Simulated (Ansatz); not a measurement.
Results of PBE-D4 (Ansatz, an electronic-structure program, PAW) for fluorite AuAl₂.

Run with plane-wave cutoff 520 eV, 16×16×16 k mesh, Fermi–Dirac smearing 0.05 eV, scalar-relativistic PAW data made under PBE.

Pressure at four volumes; x = ln(V/17.972 Å³). One pressure is withheld.

```csv
V (Å³/atom),x,P (GPa)
16.894,-0.0619,?
17.253,-0.0408,5.18
17.972,0.0000,0.00
19.050,0.0583,-5.83
```

Q: Pass a parabola P(x) through the three rows shown, estimate the bulk modulus and its pressure derivative near zero pressure, and predict the withheld pressure.

A: Slopes between the rows: (0.00 − (5.18))/(0.0000 − (-0.0408)) = -126.96 and (-5.83 − (0.00))/(0.0583 − (0.0000)) = -100.00 GPa. Their difference over the span 0.0991 is c = 26.96/0.0991 = 272.0 GPa, so P(x) = 5.18 + (-126.96)(x − (-0.0408)) + 272.0 (x − (-0.0408))(x − (0.0000)). At the middle row B = −dP/dx = −[-126.96 + 272.0 × 0.0408] = 115.9 GPa, and B′ = dB/dP = 2c/B = 4.7. At x = -0.0619 the parabola gives 8.21 GPa; the run gives 8.26 GPa. The Birch–Murnaghan fit to the energies at all volumes has B0 = 115 GPa and B′ = 4.8.

Spin–orbit coupling is not included; it can shift volumes and moduli of such heavy elements.
